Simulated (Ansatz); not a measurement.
Density of states of AlN (P6_3mc) below the valence band maximum, Ansatz (a program for electronic structure) with r2SCAN with spin-orbit coupling, rigid bands; cell volume 41.8 Å³.

(energy from edge (eV), 10⁻³ states/eV/cell): (0.006, 46.3); (0.031, 115); (0.056, 164); (0.081, 207); (0.106, 248); (0.131, 286); (0.156, 324); (0.181, 365); (0.206, 405); (0.231, 489); (0.256, 989); (0.281, 1130); (0.319, 1280); (0.344, 1380); (0.369, 1470); (0.394, 1560); (0.419, 1640); (0.444, 1730); (0.469, 1830); (0.494, 1920); (0.519, 2030); (0.544, 2130); (0.569, 2250); (0.594, 2380)

Task: What effective density of states at 300 K does this give (∫ g(E) exp(−E/k_BT) dE, both spins, divided by the cell's size)?

Result: 5.8e19 cm⁻³, a density-of-states mass of 1.76 mₑ, valleys and band degeneracy included.

Geometry: cell and atoms relaxed with PBEsol.
